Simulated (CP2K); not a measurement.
Input and output of a self-consistent single point for FeSi₂ (P1, 3 atoms in the cell) (CP2K).

Method: LDA (Pade form), GPW, DZVP-MOLOPT-SR-GTH basis, GTH-PADE potentials (GTH_POTENTIALS) (CP2K).

The change in words: lattice scaled by 0.98. Reference geometry:
```xyz
3
Lattice="2.6794 0.0000 0.0000 0.0000 2.6794 0.0000 0.0000 0.0000 5.1049" Properties=species:S:1:pos:R:3 pbc="T T T"
Fe     0.0162     0.0214     0.0772
Si     1.3851     1.4219     3.6497
Si     1.2781     1.2362     1.3780
```

Reference input (self-consistent single point, DFT LDA (Pade form), GPW, DZVP-MOLOPT-SR-GTH basis, GTH-PADE potentials (GTH_POTENTIALS)): CUTOFF = 600 Ry; REL_CUTOFF = 60 Ry; SMEAR/METHOD = GAUSSIAN; SIGMA = 0.1 eV; KPOINTS/SCHEME = MONKHORST-PACK 9 9 5; XC_FUNCTIONAL = PADE; Fe/BASIS_SET = DZVP-MOLOPT-SR-GTH-q16; Fe/POTENTIAL = GTH-PADE-q16; Si/BASIS_SET = DZVP-MOLOPT-SR-GTH-q4; Si/POTENTIAL = GTH-PADE-q4; METHOD = GPW; EPS_DEFAULT = 1e-10. This run's input differs from it in these lines:

```diff
@@ -62,5 +62,5 @@
     &CELL
-      A 2.67941000 0.00000000 0.00000000
-      B 0.00000000 2.67941000 0.00000000
-      C 0.00000000 0.00000000 5.10487000
+      A 2.62582200 0.00000000 0.00000000
+      B 0.00000000 2.62582200 0.00000000
+      C 0.00000000 0.00000000 5.00277300
       PERIODIC XYZ
```

Log, with long lists cut:

```
 SCF WAVEFUNCTION OPTIMIZATION

  Step     Update method      Time    Convergence         Total energy    Change
     1 NoMix/Diag. 0.30E+00      -     1.87812343      -132.5097154982 -1.33E+02
     2 Broy./Diag. 0.30E+00      -     0.54222625      -129.1500669029  3.36E+00
     3 Broy./Diag. 0.30E+00      -     0.26492689      -137.0031321651 -7.85E+00
     4 Broy./Diag. 0.30E+00      -     0.02959882      -131.8824515186  5.12E+00
     5 Broy./Diag. 0.30E+00      -     0.01350386      -131.4792451965  4.03E-01
     6 Broy./Diag. 0.30E+00      -     0.00440564      -131.5431255947 -6.39E-02
   [... 5 lines left out ...]
    12 Broy./Diag. 0.30E+00      -     0.00000407      -131.5100433718 -2.25E-06
    13 Broy./Diag. 0.30E+00      -     0.00000101      -131.5100449489 -1.58E-06
    14 Broy./Diag. 0.30E+00      -     0.00000021      -131.5100455586 -6.10E-07
    15 Broy./Diag. 0.30E+00      -     0.00000005      -131.5100447761  7.83E-07
  *** SCF run converged in    15 steps ***

  Overlap energy of the core charge distribution:               0.00000000006352
  Self energy of the core charge distribution:               -221.11672567326207
  Core Hamiltonian energy:                                     60.77938189723859
  Hartree energy:                                              44.54472501482151
  Exchange-correlation energy:                                -15.71726969119413
  Smearing free energy correction:                             -0.00015632366156
  Fermi energy:                                                 0.46003881077716

  Total energy:                                              -131.51004477605909
  Total energy (extrapolated to sigma->0):                   -131.50996661422832

   [... lines left out ...]

 STRESS| Analytical stress tensor [bar]
 STRESS|                        x                   y                   z
 STRESS|      x        8.21658046403E+04   1.29927291611E+04   3.98823014152E+04
 STRESS|      y        1.29927291611E+04   7.91450383713E+04   6.43987323707E+04
 STRESS|      z        3.98823014152E+04   6.43987323707E+04   1.30684727083E+05
 STRESS| 1/3 Trace                                             9.73318566981E+04
```

The run converged in 15 iterations. Against the reference run the free energy goes up by 12.2 meV/atom, the pressure goes from -3.60 to 9.73 GPa and the largest force goes from 1.757 to 2.137 eV/Å.

The starting cell comes from a database of computed structures (which also holds hypothetical and non-ambient phases and stackings), without a prior relaxation at this level. Its atoms were displaced at random from the sites of space group no. 123. For this run, on top of that: lattice scaled by 0.98. Spin polarisation is off. Values carry the incompleteness of an atom-centred basis. With a pressure of about 10 GPa the cell is away from its equilibrium volume at this level. Forces in this geometry exceed 1 eV/Å.

Cost on one core of a shared machine: roughly 40 s.
